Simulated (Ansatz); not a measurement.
Relaxation of the outer planes of the (100) surface of rock-salt AgCl in its 1x1 cell (cut with top plane Ag + Cl, bottom plane Ag + Cl), outermost plane spacing 2.80 Å in the ideal cut.

The numbers are results of PBE (plane waves to 420 eV, PAW; Ansatz, an electronic-structure program), not measurements.

Model: 10-atom slab, Ag5Cl5, 11.2 Å thick at the start, 7x7x1 mesh, Fermi-Dirac 0.025 eV, dipole correction, all atoms relaxed; start symmetry kept, larger cells not searched; no spin, no spin-orbit, no U.

```tsv
plane	atoms	bulk spacing to the next (Å)	relaxed spacing (Å)	change (%)	rumpling (Å)
1	Cl + Ag	2.805	2.792	-0.5	0.14 (Cl outermost)
```
